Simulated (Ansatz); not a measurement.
Structure of amorphous Ti24Al12C12 (periodic cell):

```xyz
48
Lattice="8.6195 -0.0480 -0.1531 -0.0480 8.7079 -0.0982 -0.1531 -0.0982 9.0420" Properties=species:S:1:pos:R:3 pbc="T T T"
Ti     3.3741     4.8258     2.5702
Ti     7.3283     4.3550     8.4219
Ti     3.3096     1.2101     7.9362
Ti     1.5590     4.6362     7.5997
Ti     2.5111     6.4730     5.0915
Ti     5.5320     6.0598     1.0203
Ti     3.7647     6.5621     7.8535
Ti     3.1752     7.5663     1.5802
Ti     4.7760     8.4540     5.8578
Ti     8.3164     6.0096     5.7011
Ti     7.5912     0.0427     5.3623
Ti     0.9585     8.0673     3.2924
Ti     1.7445     0.8914     5.7561
Ti     5.6377     4.9268     5.9875
Ti     4.3510     3.8633     8.7842
Ti     6.7456     7.0410     7.6936
Ti     6.6314     3.9320     2.4440
Ti     0.4646     5.0389     3.4845
Ti     6.0052     6.2641     3.7474
Ti     3.1442     3.5862     5.4473
Ti     1.0658     7.7963     7.7574
Ti     1.0242     6.0177     0.9686
Ti     8.3024     3.1840     5.3166
Ti     7.6930     7.8739     1.3284
Al     0.2415     1.9189     7.8111
Al     3.4461     0.6499     3.8304
Al     7.9607     1.5539     3.0290
Al     1.7308     1.1258     1.0380
Al     5.6640     0.0028     2.8820
Al     5.6910     2.1846     4.5163
Al     6.9574     1.9417     0.5671
Al     0.6660     3.4014     1.2117
Al     1.7683     2.5500     3.4307
Al     5.9300     2.1438     7.0735
Al     5.2709     8.6674     0.0718
Al     4.2399     2.0897     1.7168
C      4.2823     5.0813     4.4623
C      3.2667     5.5490     0.4932
C      0.7363     7.8014     5.4582
C      1.1201     7.9967     1.0629
C      2.9396     8.1554     6.7444
C      6.3959     7.0287     5.6818
C      1.3385     4.7205     5.5379
C      7.4958     5.7555     1.7484
C      7.1733     4.6488     4.4069
C      2.0390     6.3500     2.9858
C      5.5554     5.3861     8.0501
C     -0.0283     5.9933     7.9823
```

Method: PBE, scalar-relativistic without spin-orbit coupling (plane waves to 420 eV, PAW; Ansatz, a first-principles code).

It comes from a melt-quench run on a machine-learned potential (CHGNet), relaxed afterwards by DFT. The hot cell started wider than the set density and was brought back towards it in steps. It is the lowest in DFT energy of 2 quenches. It is a model cell: composition and starting density were chosen by hand, and all elements were melted together. No dispersion term was used. Its density started from a set value of 4.00 and ended at 3.96 g/cm³. Cooling (nominally 300 K/ps over its main leg) ran many orders faster than in experiment, which tends to leave more defects and strain. A cell of this size samples the disorder only roughly. Volume and shape were free in the relaxation. On a 2×2×2 Γ-centred mesh force components of up to 0.26 eV/Å stay, since the relaxation ran on one k-point at (1/4, 1/4, 1/4).

Neighbours within Ti-Ti 3.90 Å, Ti-Al 3.46 Å, Ti-C 2.84 Å, Al-Al 3.00 Å, Al-C 2.36 Å, C-C 1.82 Å count as bonded.

Task: Give the coordination numbers, mean bond lengths and angles.

Result: 
```yaml
Mean coordination of Ti: 15.42 (1 with 13, 5 with 14, 7 with 15, 7 with 16, 3 with 17, 1 with 19)
Mean coordination of Al: 10.08 (1 with 9, 9 with 10, 2 with 11)
Mean coordination of C: 6.08 (1 with 5, 9 with 6, 2 with 7)
Mean Ti-Ti bond: 3.121 Å (spread 0.307 Å, 114 counted)
Mean Ti-C bond: 2.184 Å (spread 0.129 Å, 72 counted)
Mean Ti-Al bond: 2.943 Å (spread 0.205 Å, 70 counted)
Mean Al-Al bond: 2.728 Å (spread 0.121 Å, 25 counted)
Bond angle at Ti: mean 94.8°, spread 35.2°
Bond angle at Al: mean 97.3°, spread 33.6°
Bond angle at C: mean 104.5°, spread 31.0°
```
